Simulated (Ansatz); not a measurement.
## Pressure series in Bi2SiO5

Start from Bi2SiO5 (space group Cmc2_1, No. 36; a = 15.169 Å, b = 5.481 Å, c = 5.327 Å; a cell from a computed database, its experimental status unchecked).

Cell and atoms are relaxed at each pressure.

Method: plane-wave PAW DFT at the PBEsol level (Ansatz, a first-principles code, 420 eV), scalar-relativistic without spin-orbit coupling.

Computed cases, in order: pressure −2 GPa; pressure −1 GPa; 0 GPa (base); pressure 0.3 GPa; pressure 0.7 GPa; pressure 1.5 GPa; pressure 3 GPa; pressure 5 GPa; pressure 10 GPa.

Question: Between which two neighbouring cases does the gap turn between direct and indirect?

Answer: Between pressure −1 GPa (2.72 eV, direct at Γ) and 0 GPa (base) (2.70 eV, indirect, Γ → Y). The whole series: pressure −2 GPa: 2.70 eV, direct at Γ; pressure −1 GPa: 2.72 eV, direct at Γ; 0 GPa (base): 2.70 eV, indirect, Γ → Y; pressure 0.3 GPa: 2.70 eV, indirect, Γ → Y; pressure 0.7 GPa: 2.70 eV, indirect, Γ → Y; pressure 1.5 GPa: 2.69 eV, indirect, Γ → Y; pressure 3 GPa: 2.69 eV, indirect, Γ → Y; pressure 5 GPa: 2.68 eV, indirect, Γ → Y; pressure 10 GPa: 2.67 eV, indirect, Γ–Z (20 % along) → Y.

With Bi present, leaving out spin-orbit coupling can change the band edges. Load acts through the strain it causes; cell and atoms are relaxed under it. Stability against distortions was not tested. No other phases were tried under pressure.
